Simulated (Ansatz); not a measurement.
The parent structure is an 8-atom supercell of ZrN in the rock salt structure (space group Fm-3m, No. 225; a = 4.595 Å) at its relaxed geometry.

Level of theory: PBE (Ansatz, a first-principles code; PAW; 420 eV plane waves; without spin-orbit coupling), earlier PAW set.

For the base:

Pressure: 0.0 GPa

Perturbation: a neutral Li interstitial (started 1.80 Å from the nearest host atom), atoms relaxed at fixed cell, starting from a slightly rattled geometry.

Question: Predict the new largest displacement of a host atom from its site in the perfect cell.

Answer: The largest displacement of a host atom from its site in the perfect cell is 0.20 Å.

Question: How does this affect the final site of the added atom?

Answer: The final site of the added atom is 4 N at 1.87 Å (tetrahedral).

Question: Predict the new pressure.

Answer: The pressure goes from zero to 18.8 GPa.

The cell is small, so the values are those of an ordered compound at a high defect concentration; dilute-limit values will differ. The final runs are not spin-polarised. An odd electron count without spin: LiZr4N4 and ZrN. The defect cell is not spin-polarised.
